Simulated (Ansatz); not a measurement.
Results of PBEsol (PAW; Ansatz, a program for electronic structure) for Ba₂Ti₂N₃F₃ (model structure, P-4m2, No. 115, 10 atoms in the cell).

Numerical settings: plane-wave cutoff 520 eV, 8×8×4 k mesh (along the axes of the cell as run), Fermi–Dirac smearing 0.01 eV, no spin polarisation, scalar-relativistic PAW data made under PBE.

Cell (relaxed with PBEsol):

Space group P-4m2 (No. 115); a = b = 4.0207 Å, c = 8.3722 Å, α = β = γ = 90.00°

| atom | site | symmetry | x | y | z |
|---|---|---|---|---|---|
| Ba | 1b | -4m2 | 0.5000 | 0.5000 | 0.0000 |
| Ti | 2e | 2mm. | 0.0000 | 0.0000 | 0.2758 |
| F | 2g | 2mm. | 0.0000 | 0.5000 | 0.2336 |
| N | 2g | 2mm. | 0.5000 | 0.0000 | 0.2489 |
| F | 1a | -4m2 | 0.0000 | 0.0000 | 0.0000 |
| Ba | 1c | -4m2 | 0.5000 | 0.5000 | 0.5000 |
| N | 1d | -4m2 | 0.0000 | 0.0000 | 0.5000 |

Q: What does this level give for the band gap and smallest direct gap on the k points sampled?

A: 
band gap: 1.37 eV
smallest direct gap on the k points sampled: 1.39 eV

Note: the relaxation could raise the start's symmetry but not lower it, so the cell can be a saddle point.

Spin–orbit coupling is not included.

Computed values are for the static lattice.

Computing time: around 70 core-seconds (rough).

A model structure was made by putting elements into a prototype or built by hand; it is no filed structure, need not be a known phase, and can be a saddle point held by its symmetry.
